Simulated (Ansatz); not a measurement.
```yaml
crystal:
  lattice:
    - [-1.59264, 1.59264, 3.82827]
    - [1.59264, -1.59264, 3.82827]
    - [1.59264, 1.59264, -3.82827]
  atoms:
    - { symbol: Si, position: [0.66558, 0.66558, 0.00000] }
    - { symbol: Si, position: [0.33442, 0.33442, 0.00000] }
    - { symbol: W, position: [0.00000, 0.00000, 0.00000] }
```

No spin polarisation.

All numbers come from DFT with LDA, PAW potentials and a 420 eV plane-wave cutoff in Ansatz (a quantum-chemistry and plane-wave program), without spin-orbit coupling. Settings: 25×25×25 k-points, 0.1 eV Fermi–Dirac smearing.

Question: Estimate the stress (xx, yy, zz, yz, xz, xy; compression positive).

Answer: (1.6, 1.6, 9.2, 0.0, 0.0, 0.0) GPa.

Question: What band gap does the calculation give?

Answer: Zero.

Question: Predict the space group.

Answer: I4/mmm (No. 139).

The cells carry an imposed strain or load. No phonon test of stability was made. The final runs are not spin-polarised. The cell was made from WSi$_{2}$ (space group I4/mmm, No. 139) by this change: uniaxial strain ε_zz = −1.50 %.
